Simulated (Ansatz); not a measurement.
**MgAl2H8: isotropic strain +1.71 %**

The parent structure is MgAl2H8 (space group P-3m1, No. 164; a = 5.1860 Å, c = 5.7872 Å; a cell from a computed database, its experimental status unchecked; layered).

Modification: the cell is scaled by 1.0171 in all directions; the atoms relax in the strained cell.

All numbers come from Kohn–Sham DFT with the PBEsol functional, run in Ansatz (a program for electronic structure) with PAW and 420 eV plane waves, no spin-orbit coupling. Γ-centred 6×6×5 mesh, Fermi–Dirac width 0.05 eV.

* **Volume per atom**: 12.89 Å³ (base 12.25 Å³)
* **Space group**: P-3m1 (No. 164) (base P-3m1 (No. 164))
* **Shortest interatomic distance**: 1.614 Å (base 1.614 Å)
* **Energy relative to the base (free energy F)**: +1.8 meV/atom
* **Pressure (mean of the normal stresses, compression positive)**: -0.85 GPa (base 0.00 GPa)
* **Band gap**: 4.12 eV (an upper bound: an edge found on the path is not a true extremum; both cells) (base 4.22 eV)
* **Largest internal atomic displacement**: 0.071 Å

Final structure:

```xyz
11
Lattice="5.2747 0.0000 0.0000 -2.6373 4.5680 0.0000 0.0000 0.0000 5.8861" Properties=species:S:1:pos:R:3 pbc="T T T"
Mg     0.0000     0.0000     0.0000
Al     0.0000     3.0453     4.1244
Al     2.6373     1.5227     1.7617
H      3.9462     0.7670     1.1342
H     -1.3089     3.8010     4.7519
H      2.6373     3.0340     1.1342
H      0.0000     1.5340     4.7519
H      1.3285     0.7670     1.1342
H      1.3089     3.8010     4.7519
H      0.0000     3.0453     2.5104
H      2.6373     1.5227     3.3757
```

Cost of the whole job for the changed cell (relaxation, final SCF and bands): around 30 core-seconds (rough).

No phonon test of stability was made. No dispersion term is included in the PBEsol runs.
